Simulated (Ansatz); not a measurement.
**PBE against r2SCAN: TiSi2, Si → Ni**

The reference is TiSi2 (space group Fddd, No. 70; a = 4.806 Å, b = 8.265 Å, c = 8.565 Å).

(Cell as relaxed with PBE.)

Levels (all Ansatz, a quantum-chemistry and plane-wave program, PAW, earlier PAW set): PBE (420 eV, spin-orbit coupling left out); r2SCAN (500 eV, no SOC).

Each level relaxes its own structure.

| base | PBE | r2SCAN |
|---|---|---|
| volume per atom | 14.18 Å³ | 13.97 Å³ |
| band gap | zero | zero |

The change: every Si is replaced by Ni; the structure is relaxed again.

```csv
quantity,PBE,r2SCAN
shortest interatomic distance,2.501 Å,?
band gap,zero,?
```

**Question.** What does r2SCAN give?

**Answer.** 
- shortest interatomic distance, r2SCAN: 2.475 Å
- band gap, r2SCAN: zero

PBE's shortest interatomic distance lies 0.026 Å above r2SCAN's (1.0 %); the two agree on the band gap. Neither level is exact; r2SCAN is the comparison here, not a measurement.

Stability against distortions was not tested. As relaxed here, TiNi2 is a hypothetical phase, not in the database extracts checked. Seeded moments were not kept for Si → Ni. The final runs are not spin-polarised.
